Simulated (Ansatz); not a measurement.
An Ansatz (a first-principles code) run: NiGe with a change (non-magnetic); Ansatz r2SCAN, no SOC.

Input:

Ansatz 0.2 input:
```yaml
crystal:
  lattice:
    - [5.3308833386, 0, 0]
    - [0, 3.4342556042, 0]
    - [0, 0, 5.8064316448]
  atoms:
    - { symbol: Ni, position: [0.0048823546, 0.25, 0.1920125615] }
    - { symbol: Ni, position: [0.5048823546, 0.25, 0.3079874385] }
    - { symbol: Ni, position: [0.9951176454, 0.75, 0.8079874385] }
    - { symbol: Ni, position: [0.4951176454, 0.75, 0.6920125615] }
    - { symbol: Ge, position: [0.1903015146, 0.25, 0.5851938674] }
    - { symbol: Ge, position: [0.6903015146, 0.25, 0.9148061326] }
    - { symbol: Ge, position: [0.8096984854, 0.75, 0.4148061326] }
    - { symbol: Ge, position: [0.3096984854, 0.75, 0.0851938674] }
basis: { ecutwfc: 500, ecutrho_ratio: 4, xc_grid: 4, fft_grid_basis: typed }
kpoints: { mp_grid: { grid: [9, 14, 8] } }
hamiltonian:
  xc: r2scan
  dispersion: none
  pseudopotentials: { kind: paw }
scf: { occupations: { method: fermi_dirac, width: 0.05 }, convergence: { dr2_threshold: 0.0000000008 } }
output: { forces: true, stress: true }
checkpoint: { write: state.ck, write_every: 1000 }
```

Output (explanatory and most iteration lines left out):

```
Pseudopotential: Ni, paw, valence charge 18
Pseudopotential: Ge, paw, valence charge 14
Crystal: 8 atoms, lattice volume = 106.302 Å³
Basis set: ecut = 500 eV, 2715 PW (Γ), exchange–correlation on 160×108×180 points (64 copies of the dense FFT grid, shifted against one another)
Bands: 72, of which v1, the nominal top of the filled ones, is band 64 counted from 1 (63 counted from 0)
Symmetry: 8 space group operations
Space group: Pnma (ITA 62), of the structure as read, at distance tolerance 4.7e-5 Å
k-points: 200 of 1008
Functional: x = r2scan, c = r2scan; τ floored in thin density (d = 2e-4 eV/Å³)
SCF iter   1: F=—  HF=-40594.648581 eV  |F-HF|=—  |Δ(HF+E_count)|=         —  Δρ=2.33e-2  dr2=4.20e-1  dr2_τ=1.93e-1  ethr=1.77e-3  ⟨swp⟩=5.8  Hψ=50013  notcnv=0  defer=90
SCF iter   2: F=—  HF=-40594.926177 eV  |F-HF|=—  |Δ(HF+E_count)|=   2.78e-1  Δρ=1.47e-2  dr2=1.14e-1  dr2_τ=2.57e-3  ethr=3.28e-4  ⟨swp⟩=3.0  Hψ=31838  notcnv=0  defer=320
SCF 1 converged in 11 iterations: F = -40594.901915 eV  dr2 = 3.08e-10
SCF converged after 11 iterations
Free energy (F): -40594.901915 eV
Internal energy: -40594.884655 eV  (E = F + TS)
E sigma→0 (E₀):  -40594.893285 eV
Entropy (-TS):   -0.017260 eV (-2.157 meV/atom)
Fermi energy:    15.549201 eV
--- Forces (eV/Å), atoms counted from 1 ---
  atom   1  Ni     0.00142874     0.00000000     0.00124311
  atom   2  Ni     0.00142874     0.00000000    -0.00124311
  atom   3  Ni    -0.00142874     0.00000000    -0.00124311
  atom   4  Ni    -0.00142874     0.00000000     0.00124311
  atom   5  Ge     0.00159582    -0.00000000     0.00112158
  atom   6  Ge     0.00159582    -0.00000000    -0.00112158
  atom   7  Ge    -0.00159582     0.00000000    -0.00112158
  atom   8  Ge    -0.00159582    -0.00000000     0.00112158
--- Stress (GPa, compression-positive) ---
       -0.018492       0.000000       0.000000
        0.000000       0.006184       0.000000
        0.000000       0.000000      -0.014169
  P = ⅓ Tr σ = -0.0088 GPa (-0.088 kbar)
```

Whether these cells are dynamically stable was not tested. All final runs are without spin polarisation. The cell was made from NiGe (space group Pnma, No. 62; non-magnetic) by this change: non-magnetic.
